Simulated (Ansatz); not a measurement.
## Report: wurtzite AlN (P6_3mc), biaxial stress in the basal plane

Cell and atoms are relaxed with PBEsol to each stress (compression positive); bands and masses by r2SCAN with spin-orbit coupling, rigid bands (plane waves, PAW; Ansatz, a quantum-chemistry and plane-wave program). Strains are changes of length against the unloaded cell.

```xyz
4
Lattice="3.1138 0.0000 0.0000 -1.5569 2.6966 0.0000 0.0000 0.0000 4.9837" Properties=species:S:1:pos:R:3 pbc="T T T"
Al     0.0000     1.7977    -0.0174
Al     1.5569     0.8989     2.4745
N      0.0000     1.7977     1.8863
N      1.5569     0.8989     4.3781
```

```
stress (GPa)  strain c (%)  strain basal x (%)  gap (eV)  mₑ* c  mₑ* basal x  mₕ* c  mₕ* basal x
------------  ------------  ------------------  --------  -----  -----------  -----  -----------
-18.00               -3.81                5.05     3.780   0.31         0.28   0.32          2.2
-13.50               -2.39                3.49     4.086   0.31         0.29   0.33          2.6
-9.00                -1.42                2.20     4.353   0.31         0.30   0.34          2.9
-4.50                -0.65                1.04     4.597   0.31         0.31   0.37          3.3
0                        0                   0     4.820   0.31         0.32   0.41          3.7
4.50                  0.56               -0.96     5.027   0.30         0.33   0.59          3.9
9.00                  1.07               -1.85     5.173   0.30         0.34    3.0          2.7
13.50                 1.52               -2.69     5.211   0.29         0.35    3.7          2.3
```

c is the normal of the loaded plane; basal y strains as basal x. Masses are conductivity masses at 300 K in electron masses.

Task: From the two loads next to zero, find the biaxial modulus and the ratio of out-of-plane to in-plane strain.

Result: Between -4.50 and 4.50 GPa the strain along basal x changes by -2.00 % and that along c by 1.21 %. The modulus is 9.00/0.0200 = 450 GPa and the ratio of the strains 0.60 (PBEsol, atoms relaxed).

Task: Is the response still linear at the largest tension?

Result: The modulus predicts 4.00 % at -18.00 GPa; the table has 5.05 %, so the crystal is softer there.

Task: How fast does the gap move on either side of zero load?

Result: Under tension, (4.597 − 4.820) eV over -4.50 GPa = 50 meV/GPa, or about -21 eV per unit strain; under compression, (5.027 − 4.820) eV over 4.50 GPa = 46 meV/GPa, or about -22 eV per unit strain. The two slopes part by 4 meV/GPa; gaps are resolved to about 0.01 eV, which allows 4 meV/GPa, so these rows don't tell them apart.

Masses are those of dilute carriers in rigid bands with one relaxation time, without polarons. Third decimals of gaps are kept for the arithmetic. Every relaxation keeps the wurtzite phase (space group P6_3mc under this load), so a transition, a distortion that breaks the symmetry or fracture can't show.
